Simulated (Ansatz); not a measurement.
```
GeS
1.0
   10.04305     0.00000     0.00000
    0.00000     3.62489     0.00000
    0.00000     0.00000     3.99811
Ge S
4 4
Direct
  0.11576   0.25000   0.11038
  0.38424   0.75000   0.61038
  0.88424   0.75000   0.88962
  0.61576   0.25000   0.38962
  0.85468   0.25000   0.49043
  0.64532   0.75000   0.99043
  0.14532   0.75000   0.50957
  0.35468   0.25000   0.00957
```

No spin polarisation.

Computed with DFT with PBEsol-D3(BJ), PAW potentials and a 420 eV plane-wave cutoff in Ansatz (a first-principles code), no spin-orbit coupling. k-mesh 4×9×8 (Γ-centred); smearing 0.05 eV (Fermi–Dirac).

Problem. Predict the pressure and space group.

Solution. The pressure (mean of the normal stresses, compression positive) is 0.86 GPa and the space group comes out as Pnma (No. 62).

The cells carry an imposed strain or load. Whether these cells are dynamically stable was not tested. The cell was made from GeS in the GeS type structure (space group Pnma, No. 62; layered, stacked along the Cartesian x axis) by this change: isotropic strain −0.53 %.
